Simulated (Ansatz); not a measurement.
Structures of equal composition on the (110) surface of bcc Mo: a layer of Pt in place of the second plane; a layer of Pt in place of the third plane. The slabs share one bottom face, and each structure is named by its start. These are constructed structures in small cells; real faces may alloy, dewet or reconstruct in larger ones, and not all known structures of the face are among them. Slabs of about 11 Å, Fermi-Dirac smearing of 0.1 eV. Bottom of the slabs: a bare face, its two planes held. Relaxed from the named starts with such symmetry as they have, on meshes of like density; energies extrapolated to zero smearing; spin only where a row says so; no spin-orbit coupling, no U. Brackets mark spin-polarised runs, whose order is one that fits the cell.

Computed with PBE (plane waves to 420 eV, PAW; Ansatz, a first-principles code).

Problem. Rank these by energy per 1x1 cell (lowest first), as PBE gives it.

Solution. a layer of Pt in place of the third plane (0.000 eV), a layer of Pt in place of the second plane (0.208 eV)
